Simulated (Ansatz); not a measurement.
A relaxation of cell and atoms of GaNi₃ (Pm-3m, 4 atoms in the cell) with Ansatz (a first-principles code).

Method: LDA (PW92), PAW files made with PBE (plane waves; Ansatz).

```
CELL_PARAMETERS angstrom
      3.48385     0.00000     0.00000
      0.00000     3.48385     0.00000
      0.00000     0.00000     3.48385
ATOMIC_POSITIONS crystal
  Ga 0.00000 0.00000 0.00000
  Ni 0.50000 0.00000 0.50000
  Ni 0.00000 0.50000 0.50000
  Ni 0.50000 0.50000 0.00000
```
Moments meant for the start (each program seeds them in its own way; μB, in the order of the atoms Ga Ni Ni Ni): 0.0 2.0 2.0 2.0.

Reference input (self-consistent single point, DFT, LDA (PW92), plane waves, PAW files made with PBE): kpoints.mp_grid.grid = 8 8 8; hamiltonian.xc = lda; hamiltonian.pseudopotentials = {kind: paw} (an earlier, softer set of the program's PAW files); magnetization.spin_polarized = true; scf.occupations.method = fermi_dirac; scf.occupations.width = 0.1 eV. This run's input differs from it in these lines:

```diff
@@ -20,2 +20,4 @@
   occupations: { method: fermi_dirac, width: 0.1 eV }
+relax:
+  cell: {}
 output:
```

Output, abridged:

```
   [... SCF lines of the steps left out ...]
relax step   1: F+E_penalty+E_count = -21028.53956183 eV  Δ(F+E_penalty+E_count) = +0.000e0 eV  max|allowed force component| = 2.075e-28 eV/Å  Δτ_max = 0.0000 Å  P = +1.313 GPa  Ω = 42.284 Å³  (17 SCF iters, dr2 threshold 1.00e-7 eV, accepted)
relax step   2: F+E_penalty+E_count = -21028.54025974 eV  Δ(F+E_penalty+E_count) = -6.979e-4 eV  max|allowed force component| = 3.583e-30 eV/Å  Δτ_max = 0.0000 Å  P = +0.625 GPa  Ω = 42.410 Å³  energy of the carried Pulay correction = -6.154e-5 eV  [...]
relax step   3: F+E_penalty+E_count = -21028.54042726 eV  Δ(F+E_penalty+E_count) = -1.675e-4 eV  max|allowed force component| = 9.151e-29 eV/Å  Δτ_max = 0.0000 Å  P = +0.005 GPa  Ω = 42.525 Å³  energy of the carried Pulay correction = -1.176e-4 eV  [...]
relax step   4: F+E_penalty+E_count = -21028.54052531 eV  Δ(F+E_penalty+E_count) = -9.804e-5 eV  max|allowed force component| = 6.390e-29 eV/Å  Δτ_max = 0.0000 Å  P = +0.006 GPa  Ω = 42.525 Å³  stress off target by 6.11e-3 GPa  SCF on the basis [...]
basis re-selected at this cell: Δ(F+E_penalty+E_count) = -9.804e-5 eV, ΔP = +0.002 GPa vs the last step
the relaxation is at rest under the 48 symmetry operations that the run kept from its start: a minimum is not shown …
the relaxation's final electronic state is not compared with the one that a single-point calculation of its input finds at the relaxed geometry …
Magnetization: -0.0000 μB (33.5000 up, 33.5000 down)
   [... lines left out ...]
Absolute magnetization: 0.0000 μB (∫|ρ↑−ρ↓|, with the PAW one-centre terms)
Free energy (F): -21028.540525 eV
Fermi energy:    18.025742 eV
  cell:  # Å, volume = 42.5249 Å³
   [... lines left out ...]
  atoms:
    - { symbol: Ga, position: [6.91021483298192e-36, 1.7275537082422064e-36, -4.606809888624586e-36] }
    - { symbol: Ni, position: [0.49999999999999994, -5.182661124755948e-36, 0.49999999999999994] }
    - { symbol: Ni, position: [6.910214833023834e-36, 0.49999999999999994, 0.49999999999999994] }
    - { symbol: Ni, position: [0.49999999999999994, 0.49999999999999994, -9.213619777252314e-36] }
```

The run converged.  The full log also holds: “iter 8 did not close the SCF: its close was put off for a magnetic moment that had not settled (scf_convergence_deferred on its scf_iter line)”. The full log also holds: “iter 8 did not close the SCF: its close was put off for a magnetic moment that had not settled (scf_convergence_deferred on its scf_iter line)”.

Summary of the result:
Free energy E − TS (on the zero of these files): -21028.5405 eV
Fermi level (on the code's own zero): 18.03 eV
Pressure: 0.01 GPa
Size of the cell's spin moment: 0.00 μB
Final cell: a = b = c = 3.490 Å, α = β = γ = 90.00°
Final volume per atom: 10.63 Å³
Relaxation steps: 4

The starting cell comes from a database of computed structures (which also holds hypothetical and non-ambient phases and stackings), without a prior relaxation at this level. Its lattice was rescaled by a random factor within 2.5 % of one. The starting moments vanished: the run ended non-magnetic, which need not be the lowest state. The program warned that a starting moment was not kept. The relaxation keeps the symmetry of its start, so its end need not be a minimum. Ansatz's pressure includes its estimate of the finite-basis (Pulay) stress.

Cost on one core of a shared machine: roughly 60 s.

Keys are those of Ansatz 0.2.
